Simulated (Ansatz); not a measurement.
The parent structure is Ru in the hcp (Mg type) structure (space group P6_3/mmc, No. 194; a = 2.704 Å, c = 4.263 Å; relaxed with 0.1 eV smearing). Axes: x lies along a and z along c of the hexagonal cell.

All numbers come from DFT with r2SCAN, PAW potentials and a 500 eV plane-wave cutoff in Ansatz (a program for electronic structure), scalar-relativistic without spin-orbit coupling.

Strains are applied to the cell and any free atomic positions relax.

One change was made to it. Results:

The energy increases by 1.1 meV/atom; the pressure (mean of the normal stresses, compression positive) is still 0.0 GPa.

Question: Which change produced these results?
(A) tensor shear ε_xz = +0.57 %
(B) tensor shear ε_xz = +2.00 %
(C) tensor shear ε_xz = +1.43 %
(D) tensor shear ε_xz = +1.14 %
(E) tensor shear ε_xz = +0.86 %

Answer: A, tensor shear ε_xz = +0.57 %. For comparison, the energy relative to the base in the other runs: tensor shear ε_xz = +0.86 % gives +2.4 meV/atom; tensor shear ε_xz = +1.14 % gives +4.3 meV/atom; tensor shear ε_xz = +1.43 % gives +6.8 meV/atom; tensor shear ε_xz = +2.00 % gives +13 meV/atom.

Whether these cells are dynamically stable was not tested. The final runs are not spin-polarised.
